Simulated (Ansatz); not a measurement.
Consider a 24-atom cell of (Ru,Fe)S2 started in the pyrite structure, site fractions Ru 0.500, Fe 0.500, short-range order -0.17 among the nearest mixed sites of the first mixed sublattice (0 is random, a negative value favours unlike neighbours), space group P-1 at the end. Its start:

```yaml
crystal:
  lattice:
    - [5.53962, 0.00012, 5.54143]
    - [-0.00037, 5.54069, 5.54191]
    - [-5.54236, -0.00189, 5.54417]
  atoms:
    - { symbol: Fe, position: [0.00000, 0.50000, 0.00000] }
    - { symbol: Ru, position: [0.50000, 0.50000, 0.50000] }
    - { symbol: Fe, position: [0.00000, 0.50000, 0.50000] }
    - { symbol: Fe, position: [0.50000, 0.50000, 0.00000] }
    - { symbol: Fe, position: [0.50000, 0.00000, 0.00000] }
    - { symbol: Ru, position: [0.00000, 0.00000, 0.50000] }
    - { symbol: Ru, position: [0.00000, 0.00000, 0.00000] }
    - { symbol: Ru, position: [0.50000, 0.00000, 0.50000] }
    - { symbol: S, position: [0.57630, 0.12160, 0.17972] }
    - { symbol: S, position: [0.07637, 0.12782, 0.68536] }
    - { symbol: S, position: [0.92363, 0.87218, 0.31464] }
    - { symbol: S, position: [0.42370, 0.87840, 0.82028] }
    - { symbol: S, position: [0.81418, 0.86900, 0.70918] }
    - { symbol: S, position: [0.31363, 0.89468, 0.18382] }
    - { symbol: S, position: [0.68637, 0.10532, 0.81618] }
    - { symbol: S, position: [0.18582, 0.13100, 0.29082] }
    - { symbol: S, position: [0.29480, 0.39130, 0.42175] }
    - { symbol: S, position: [0.80255, 0.39569, 0.92445] }
    - { symbol: S, position: [0.19745, 0.60431, 0.07555] }
    - { symbol: S, position: [0.70520, 0.60870, 0.57825] }
    - { symbol: S, position: [0.31668, 0.60694, 0.70724] }
    - { symbol: S, position: [0.80887, 0.61810, 0.19020] }
    - { symbol: S, position: [0.19113, 0.38190, 0.80980] }
    - { symbol: S, position: [0.68332, 0.39306, 0.29276] }
```

These are r2SCAN (plane waves to 500 eV, PAW; Ansatz, a quantum-chemistry and plane-wave program) values and carry that method's errors. No spin–orbit coupling; the runs are not spin-polarised. Its k-point mesh 4×4×4, Fermi–Dirac width 0.01 eV.

Task: Predict the alloy's volume and bond lengths.

Result: volume per atom: 14.07 Å³
Fe–S bonds (within 1.22 times the sum of covalent radii): 2.283 Å on average, from 2.256 to 2.318 (24)
Ru–S bonds (within 1.22 times the sum of covalent radii): 2.344 Å on average, from 2.337 to 2.356 (24)
